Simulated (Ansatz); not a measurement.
**Hypothetical Fm-3m WSe2, response to strain**

Start from WSe2 (space group Fm-3m, No. 225; ferromagnetic; a hypothetical phase, not in the database extracts checked; relaxed with 0.1 eV smearing).

```yaml
crystal:
  lattice:
    - [0.00000, 3.13029, 3.13029]
    - [3.13029, 0.00000, 3.13029]
    - [3.13029, 3.13029, 0.00000]
  atoms:
    - { symbol: W, position: [0.00000, 0.00000, 0.00000] }
    - { symbol: Se, position: [0.25000, 0.25000, 0.25000] }
    - { symbol: Se, position: [0.75000, 0.75000, 0.75000] }
```

Cartesian axes are those of the cell as printed.

Strains are applied to the cell and any free atomic positions relax; under biaxial strain the out-of-plane vector relaxes too; under stress the whole cell relaxes.

Level of theory: r2SCAN (Ansatz, a first-principles code), scalar-relativistic without spin-orbit coupling.

Notes on the quantities. pressure: mean of the normal stresses, compression positive.

```json
[
 {"change": "base", "pressure": "0.0 GPa", "volume per atom": "20.45 Å³", "largest site moment": "1.41 μB", "space group": "Fm-3m (No. 225)"},
 {"change": "biaxial strain +0.33 %, plane normal [001], relaxed out of plane", "pressure": "-0.6 GPa", "volume per atom": "20.55 Å³", "largest site moment": "1.42 μB", "space group": "I4/mmm (No. 139)"},
 {"change": "biaxial strain +0.61 %, plane normal [001], relaxed out of plane", "pressure": "-1.0 GPa", "volume per atom": "20.64 Å³", "largest site moment": "1.43 μB", "space group": "I4/mmm (No. 139)"},
 {"change": "isotropic strain +2.65 %", "pressure": "-7.6 GPa", "volume per atom": "22.12 Å³", "largest site moment": "1.56 μB", "space group": "Fm-3m (No. 225)"},
 {"change": "uniaxial strain ε_yy = +1.04 %", "pressure": "-1.2 GPa", "volume per atom": "20.66 Å³", "largest site moment": "1.43 μB", "space group": "I4/mmm (No. 139)"},
 {"change": "uniaxial strain ε_zz = −1.37 %", "pressure": "1.6 GPa", "volume per atom": "20.17 Å³", "largest site moment": "1.38 μB", "space group": "I4/mmm (No. 139)"},
 {"change": "uniaxial strain ε_zz = +4.95 %", "pressure": "-5.0 GPa", "volume per atom": "21.46 Å³", "largest site moment": "1.50 μB", "space group": "I4/mmm (No. 139)"},
 {"change": "uniaxial stress, 8 GPa tension along z", "pressure": "–", "volume per atom": "20.95 Å³", "largest site moment": "1.45 μB", "space group": "I4/mmm (No. 139)"},
 {"change": "uniaxial stress, 5 GPa compression along x", "pressure": "–", "volume per atom": "20.16 Å³", "largest site moment": "1.38 μB", "space group": "I4/mmm (No. 139)"},
 {"change": "tensor shear ε_xz = −2.75 %", "pressure": "0.1 GPa", "volume per atom": "20.43 Å³", "largest site moment": "1.39 μB", "space group": "Immm (No. 71)"}
]
```

The magnetic state is the one reached from the starting moments; the real material's order can differ, and small cells can't hold many antiferromagnetic ones. Stability under load was not tested beyond the relaxation.
